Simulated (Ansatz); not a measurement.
**What pressure 9 GPa does to TiN**

The parent structure is TiN in the rock salt structure (space group Fm-3m, No. 225; a = 4.2039 Å).

Now apply this change: a hydrostatic pressure of 9 GPa.

The values are results of PBEsol, PAW, 420 eV (Ansatz, a program for electronic structure; no spin-orbit coupling), earlier PAW set, not measurements. Γ-centred 19×19×19 mesh, Fermi–Dirac width 0.05 eV.

- Density = 5.69 g/cm³ (base 5.53 g/cm³)
- Lattice parameter a = 4.165 Å (base 4.204 Å)
- Shortest interatomic distance = 2.082 Å (base 2.102 Å)
- Enthalpy H = E + PV relative to the base's energy = +0.51 eV/atom
- Band gap = zero (base zero)

Final structure:

```
CELL_PARAMETERS angstrom
      0.00000     2.08227     2.08227
      2.08227     0.00000     2.08227
      2.08227     2.08227     0.00000
ATOMIC_POSITIONS crystal
  N  0.00000 0.00000 0.00000
  Ti 0.50000 0.50000 0.50000
```

Load acts through the strain it causes; cell and atoms are relaxed under it. Stability against distortions was not tested. Competing high-pressure phases were not computed. All final runs are without spin polarisation. An odd electron count without spin: TiN.
